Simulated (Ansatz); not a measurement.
Consider WC (space group P-6m2, No. 187; a = 2.913 Å, c = 2.836 Å; relaxed with 0.1 eV smearing). Axes: x lies along a and z along c of the hexagonal cell.

Method: Ansatz (an electronic-structure program), r2SCAN, PAW, cutoff 500 eV, no spin-orbit coupling, earlier PAW set.

For the base:

The shortest interatomic distance is 2.200 Å and the band gap is zero.

Perturbation: the cell is compressed by 0.49 % along y with no lateral relaxation; the atoms relax in the strained cell.

Task: What happens to the energy relative to the base?

Result: The energy goes up by 0.6 meV/atom.

Task: Predict the new stress.

Result: The stress (xx, yy, zz, yz, xz, xy; compression positive) is (1.2, 3.7, 0.9, 0.0, 0.0, 0.0) GPa.

Task: Predict the new shortest interatomic distance.

Result: The shortest interatomic distance falls by 0.0054 Å to 2.194 Å.

Task: How does this affect the band gap?

Result: The band gap stays zero.

No phonon test of stability was made. All final runs are without spin polarisation.
